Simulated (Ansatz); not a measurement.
Where the default PAW files enter, the runs use the earlier of Ansatz's two default sets.

Inside the gap of an insulator the Bloch states are evanescent, with a wavenumber k + iκ along the transport direction.

Consider the following.

```xyz
6
Lattice="5.6760 0.0000 0.0000 2.8380 12.8295 -0.0772 2.8380 -0.1995 1.6263" Properties=species:S:1:pos:R:3 pbc="T T T"
Mo     7.5679     9.4725     1.1619
Mo     3.7840     3.1575     0.3873
Se     9.4599    11.1339     1.3656
Se     1.8920     1.4961     0.1835
Se     7.5679     4.8189     0.5911
Se     3.7840     7.8111     0.9581
```

Space group of this cell: P6_3/mmc. The cell was relaxed by PBE-D3(BJ); by PBEsol its mean pressure is -1.0 GPa.

Transport runs along the normal of the first two printed cell vectors, the (111) plane of the conventional cell.

No gap correction and no spin-orbit coupling; mid-gap values are interpolated between computed energies.

Question: Estimate the band gap and the smallest decay constant κ at mid-gap that PBEsol run with Ansatz (a program for electronic structure) returns for this system.

Answer: Gap 0.73 eV on a 18×18×18 mesh; κ = 0.185 1/Å, at (0.000, 0.250) of the in-plane reciprocal vectors. At the zone centre, at the nearest computed energy, the slowest state has κ = 0.20 1/Å.
